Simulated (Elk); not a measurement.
A self-consistent single point of Ta₂InC (P6_3/mmc, 8 atoms in the cell) with Elk.

Method: Elk with LDA (PW92), spin-orbit coupling in second variation, all-electron FP-LAPW, Elk's shipped species files, default APW+lo basis.

```
Ta2InC
1.0
    3.16751     0.00000     0.00000
   -1.58376     2.74314     0.00000
    0.00000     0.00000    14.53348
Ta In C
4 2 2
Direct
  0.66667   0.33333   0.58297
  0.33333   0.66667   0.41703
  0.33333   0.66667   0.08297
  0.66667   0.33333   0.91703
  0.66667   0.33333   0.25000
  0.33333   0.66667   0.75000
  0.00000   0.00000   0.50000
  0.00000   0.00000   0.00000
```

Reference input (self-consistent single point, DFT, LDA (PW92), all-electron FP-LAPW, Elk's shipped species files, default APW+lo basis): xctype = 3; rgkmax = 7; stype = 0; swidth = 0.00367493 Ha; ngridk = 7 7 2; rmtscf = 0.84. This run's input differs from it in these lines:

```diff
@@ -6,2 +6,5 @@
 
+spinorb
+  .true.
+
 rgkmax
@@ -11,2 +14,8 @@
   0.84
+
+lmaxi
+  3
+
+nempty
+  10
```

Output (repeated stretches shortened):

```
│ Self-consistent loop started │
│ Loop number : 1 │
 total energy                :     -74280.9091230
 total moment                :  -0.1582544696E-18 -0.3531335669E-18 -0.5044766462E-18
│ Loop number : 2 │
 total energy                :     -74281.8202114
 total moment                :  -0.2447944699E-18  0.2924284439E-18 -0.5095787822E-18
RMS change in Kohn-Sham potential (target) :   0.1943046892     (  0.1000000000E-05)
Absolute change in total energy (target)   :   0.9110883386     (  0.1000000000E-03)
│ Loop number : 3 │
 total energy                :     -74292.9793290
   [... lines left out ...]
 total energy                :     -74299.6006505
 total moment                :   0.2721104637E-18  0.1320280305E-17 -0.7995176992E-18
RMS change in Kohn-Sham potential (target) :   0.1399601564E-06 (  0.1000000000E-05)
Absolute change in total energy (target)   :   0.2300564083E-03 (  0.1000000000E-03)
│ Loop number : 17 │
 total energy                :     -74299.6006272
 total moment                :  -0.4774667328E-19  0.4254754583E-18 -0.7770735049E-18
RMS change in Kohn-Sham potential (target) :   0.7864459031E-07 (  0.1000000000E-05)
Absolute change in total energy (target)   :   0.3422850568E-04 (  0.1000000000E-03)
Convergence targets achieved

│ Loop number : 18 │

Energies :
 Fermi                       :     0.433664457051
 xc effective B-field        :    -0.201919123958E-06
 external B-field            :      0.00000000000
 total energy                :     -74299.6006328
 (external B-field energy excluded from total)

Density of states at Fermi energy :    159.6961652
 (states/Hartree/unit cell)

Estimated indirect band gap :   0.5064683870E-03
 from k-point     14 to k-point     14
Estimated direct band gap   :   0.5064683870E-03
 at k-point     14

Charges :
 core                        :    248.0000000
 valence                     :    154.0000000
 interstitial                :    18.60518410
 muffin-tins (core leakage)
  species :    1 (Ta)
   atom    1                 :    70.39989716     (  0.6041802990E-05)
   [... lines left out ...]
  species :    3 (C)
   atom    1                 :  -0.7944085136E-22  0.1100301196E-21  0.1628541636E-22
   atom    2                 :   0.7944085018E-22  0.1100301204E-21 -0.1628541636E-22
 total in muffin-tins        :   0.5508828461E-19  0.2227651285E-18  0.3608659957E-20
 total moment                :  -0.2196961759E-20  0.8388289212E-18 -0.7736025695E-18

│ Self-consistent loop stopped │
```

The run converged in 18 iterations. The count includes the last loop, which Elk runs after its targets are met. 

The starting cell comes from a database of computed structures (which also holds hypothetical and non-ambient phases and stackings), without a prior relaxation at this level. Values depend on the basis (sphere radii, cutoffs, local orbitals), which need not be converged. The log's line on a gap gives a spacing of levels on this mesh, which the program prints for metals too.

Cost on one core of a shared machine: roughly 5 min.
